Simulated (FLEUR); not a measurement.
Input and output of a self-consistent single point for RuAl (Pm-3m, 2 atoms in the cell) (FLEUR).

Method of the run: LDA (Perdew-Zunger), all-electron FLAPW (FLEUR), scalar-relativistic valence in FLEUR.

```xyz
2
Lattice="2.9915 0.0000 0.0000 0.0000 2.9915 0.0000 0.0000 0.0000 2.9915" Properties=species:S:1:pos:R:3 pbc="T T T"
Al     1.4957     1.4957     1.4957
Ru     0.0000     0.0000     0.0000
```

Reference input (self-consistent single point, DFT, PBE, all-electron FLAPW (FLEUR), scalar-relativistic valence): Kmax = 4.5 1/bohr; GmaxXC = 18 1/bohr; xcFunctional = pbe; jspins = 1; l_soc = F; mode = gauss; fermiSmearingEnergy = 0.00999582 Htr; mesh (inpgen div1-3) = 9 9 9; inpgen gamma flag = false; Gmax = 18 1/bohr; numbands = 0; maxIterBroyd = 15. This run's input differs from it in these lines:

```diff
@@ -14,2 +14,3 @@
 &comp jspins=1 /
+&exco xctyp='pz' /
 &kpt div1=9 div2=9 div3=9 /
@@ -26,3 +27,3 @@
       <coreElectrons ctail="T" frcor="F" kcrel="0" coretail_lmax="0"/>
-      <xcFunctional name="pbe" relativisticCorrections="F"/>
+      <xcFunctional name="pz" relativisticCorrections="F"/>
       <magnetism jspins="1"/>
```

Output (repeated stretches shortened):

```
 Iteration:     1   Distance:      15.67675225 me/bohr^3
 Iteration:     2   Distance:      13.18383194 me/bohr^3
 Iteration:     3   Distance:       5.37085331 me/bohr^3
 Iteration:     4   Distance:       6.35112783 me/bohr^3
 Iteration:     5   Distance:       1.76665924 me/bohr^3
   [... 6 lines left out ...]
 Iteration:    12   Distance:       0.00111181 me/bohr^3
 Iteration:    13   Distance:       0.00004235 me/bohr^3
 Iteration:    14   Distance:       0.00002223 me/bohr^3
 Iteration:    15   Distance:       0.00000049 me/bohr^3
 Run finished successfully
 Stop message:
   Structural relaxation: Done

[file out, last iteration]
             iter=     16
[...]
          total density-effective poten   -7.7722634024E+03
          total charge density-energy d   -1.4716240076E+02
 Updated energy parameters for spin:           1
[...]
 fermi energy and band-weighting factors:

[...]
FERMIE:
          first approx. to ef    (T=0)  :   0.436755 htr   (energy of the highest occ. eigenvalue)
          number of occ. states  (T=0)  :        293
          first approx. to seigv (T=0)  :  -2.872035 htr
          sum of weights of occ. states :   8.518519
          sum of semicore charge        :   0.000000 e
          fermi energy=   0.43827 har   work function= -11.92605 ev
          number of valence electrons=  17.00000
     band-weighting factor for spin=    1
   [... lines left out ...]
          total moment                 =     0.00000
 Direct bandgap for spin            1 :    5.4698590472980202E-003  Htr
 ---->    free energy=                     -4769.3992317987 htr
   [... lines left out ...]
      extrapolation for T->0
 ---->    total electron energy=           -4769.3992317987 htr
 ***** TOTAL FORCES ON ATOMS *****
 TOTAL FORCE FOR ATOM TYPE=  1  X=  2.827   Y=  2.827   Z=  2.827
                       FX_TOT= 0.000000 FY_TOT= 0.000000 FZ_TOT= 0.000000
 TOTAL FORCE FOR ATOM TYPE=  2  X=  0.000   Y=  0.000   Z=  0.000
                       FX_TOT= 0.000000 FY_TOT= 0.000000 FZ_TOT= 0.000000
 Structural relaxation: Done
```

The run converged in 15 iterations. FLEUR gives forces in its relaxation mode, with a further iteration, so its stop message speaks of a relaxation. 

The starting cell has typed, rounded lattice constants, without a prior relaxation at this level. Its lattice was rescaled by a random factor within 2.5 % of one. Spin polarisation is off. Values depend on the basis (sphere radii, cutoffs, local orbitals), which need not be converged. The log's line on a gap gives a spacing of levels on this mesh, which the program prints for metals too.
